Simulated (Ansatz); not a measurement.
**What Sn → Ti does to ZnCu2SnSe4**

The reference is ZnCu$_{2}$SnSe$_{4}$ (space group I-4, No. 82; a = 5.658 Å, c = 11.318 Å).

It is then changed as follows: every Sn is replaced by Ti; the structure is relaxed again.

The values are results of Ansatz (a program for electronic structure), PBEsol, PAW, cutoff 420 eV, spin-orbit coupling left out, earlier PAW set, not measurements. Γ-centred 8×8×8 mesh, Fermi–Dirac width 0.05 eV.

* **Volume per atom**: 21.42 Å³ (base 22.65 Å³)
* **Lattice parameter a**: 5.558 Å (base 5.658 Å)
* **c/a ratio**: 1.996 (base 2.000)
* **Space group**: I-4 (No. 82) (base I-4 (No. 82))
* **Shortest interatomic distance**: 2.383 Å (base 2.384 Å)
* **Band gap**: 0.55 eV (base zero)
* **Gap character**: indirect, X → M (base absent)
* **Smallest direct gap**: 0.91 eV (base zero)
* **Electron mass**: 0.45 mₑ along k, 0.98 mₑ across (at M)

Final structure:

```xyz
8
Lattice="-2.7790 2.7790 5.5471 2.7790 -2.7790 5.5471 2.7790 2.7790 -5.5471" Properties=species:S:1:pos:R:3 pbc="T T T"
Cu     0.0000     0.0000     0.0000
Cu     0.0000     2.7790     2.7735
Zn     2.7790     0.0000     2.7735
Ti     0.0000     0.0000     5.5471
Se     1.3754     1.4223     4.1681
Se     1.4037     1.3567    -1.3790
Se     1.4223    -1.3754     6.9261
Se     1.3567     4.1544     1.3790
```

Cost of the whole job for the changed cell (relaxation, final SCF and bands): around 14 core-minutes (rough).

Effective masses come from finite differences of ±0.01 Å⁻¹. Along k means along the line from Γ to the band edge. Whether these cells are dynamically stable was not tested. As relaxed here, TiZnCu2Se4 is a hypothetical phase, not in the database extracts checked. The final runs are not spin-polarised. Gaps under 0.05 eV, about the width of the smearing, are given as zero. The zero or small gap of ZnCu2SnSe4 can change with the level of theory.
